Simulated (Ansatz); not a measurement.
Here is the system:

```xyz
2
Lattice="0.0000 2.7370 2.7370 2.7370 0.0000 2.7370 2.7370 2.7370 0.0000" Properties=species:S:1:pos:R:3 pbc="T T T"
Si     1.3685     1.3685     1.3685
Si     0.0000     0.0000     0.0000
```

All values below come from PBEsol with spin-orbit coupling, rigid bands (plane waves, PAW; Ansatz, a first-principles code). Condition of this run: hydrostatic pressure -2 GPa (the target of the relaxation). Cell: cell and atoms relaxed with PBEsol, then loaded as said.

Question: What conductivity effective mass do dilute holes have at 300 K?

Answer: 0.36 mₑ.

Question: Predict the electron conductivity mass (n e² τ/σ) at 300 K, by direction if it differs.

Answer: 0.28 mₑ.

Question: And the band gap?

Answer: 0.49 eV at this level; semilocal functionals usually fall short of the measured gap.

Rigid bands, one relaxation time for all states, no polarons.
